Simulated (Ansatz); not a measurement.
NH4I (P4/nmm, No. 129; cell taken from a computed entry) was calculated with r²SCAN-D4 in Ansatz (PAW).

Settings: plane-wave cutoff 500 eV, 8×8×10 k mesh (along the axes of the cell as run), gaussian smearing 0.02 eV, scalar-relativistic PAW data made under PBE.

Cell (relaxed at this level):

```yaml
crystal:
  lattice:
    - [6.10327, 0.00000, 0.00000]
    - [0.00000, 6.10327, 0.00000]
    - [0.00000, 0.00000, 4.35849]
  atoms:
    - { symbol: H, position: [0.36178, 0.50000, 0.13633] }
    - { symbol: H, position: [0.00000, 0.86178, 0.13633] }
    - { symbol: H, position: [0.63822, 0.50000, 0.13633] }
    - { symbol: H, position: [0.00000, 0.13822, 0.13633] }
    - { symbol: H, position: [0.86178, 0.00000, 0.86367] }
    - { symbol: H, position: [0.50000, 0.63822, 0.86367] }
    - { symbol: H, position: [0.13822, 0.00000, 0.86367] }
    - { symbol: H, position: [0.50000, 0.36178, 0.86367] }
    - { symbol: I, position: [0.00000, 0.50000, 0.46376] }
    - { symbol: I, position: [0.50000, 0.00000, 0.53624] }
    - { symbol: N, position: [0.50000, 0.50000, 0.00000] }
    - { symbol: N, position: [0.00000, 0.00000, 0.00000] }
```

Problem. What does this level give for the band gap?

Solution. 
- band gap = 4.23 eV (on the SCF k mesh)

Note: the relaxation could not lower the start's symmetry, so the cell can be a saddle point above a distorted one.

Spin–orbit coupling is not included.

Computed values are for the static lattice.

Ansatz is an electronic-structure program.
